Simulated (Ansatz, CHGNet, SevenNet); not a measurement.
**Ge₂Sb₂Te₅ (P-3m1, No. 164, 9 atoms in the cell; start mp-3534): lattice constant a by level of theory**

No measured value is used here.

| level (code) | value (Å) |
|---|---|
| CHGNet 0.3.0 | 4.310 |
| SevenNet-l3i5 | 4.284 |
| LDA (Ansatz) | 4.177 |
| PBE (Ansatz) | (withheld) |
| PBEsol (Ansatz) | 4.202 |
| PBE-D3(BJ) (Ansatz) | (withheld) |
| PBE-D4 (Ansatz) | 4.225 |

Problem. Some entries are withheld; supply them.

Solution. 
- PBE (Ansatz, a program for electronic structure), value (Å): 4.265
- PBE-D3(BJ) (Ansatz), value (Å): 4.233

CHGNet 0.3.0, SevenNet-l3i5, LDA, PBE, PBEsol, PBE-D3(BJ), PBE-D4: the relaxation could not lower the start's symmetry, so the cell can be a saddle point above a distorted one. PBE-D3(BJ), PBE-D4: a distance lies near a switch of the dispersion term, which can move the cell. Ansatz's density-functional and Hartree–Fock values are scalar-relativistic unless marked +SOC, with PAW data made under PBE.

Machine-learned potentials (CHGNet 0.3.0, SevenNet-l3i5) are trained on DFT data: a solid inside that data is no test of them.

A start named mp-… is a Materials Project structure, which need not be a measured phase.
